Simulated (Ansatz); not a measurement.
# Effect of uniaxial strain ε_zz = −2.50 % on Hf

The parent structure is Hf in the hcp (Mg type) structure (space group P6_3/mmc, No. 194; a = 3.1983 Å, c = 5.0488 Å; relaxed with 0.1 eV smearing). Axes: x lies along a and z along c of the hexagonal cell.

One thing is altered: the cell is compressed by 2.50 % along z with no lateral relaxation, atoms relaxed at fixed cell.

Calculations: Ansatz (a quantum-chemistry and plane-wave program), r2SCAN, PAW, cutoff 500 eV, no spin-orbit coupling. Settings: 21×21×12 k-points, 0.1 eV Fermi–Dirac smearing.

The volume per atom decreases by 0.56 Å³ to 21.80 Å³ and the space group is still P6_3/mmc (No. 194). The shortest interatomic distance falls by 0.051 Å (3.128 Å → 3.077 Å) and the energy rises by 9.3 meV/atom. The pressure (mean of the normal stresses, compression positive) goes from zero to 3.0 GPa and the band gap stays zero. The stress (xx, yy, zz, yz, xz, xy; compression positive) amounts to (1.7, 1.7, 5.4, 0.0, 0.0, 0.0) GPa.

Stability against distortions was not tested. All final runs are without spin polarisation.
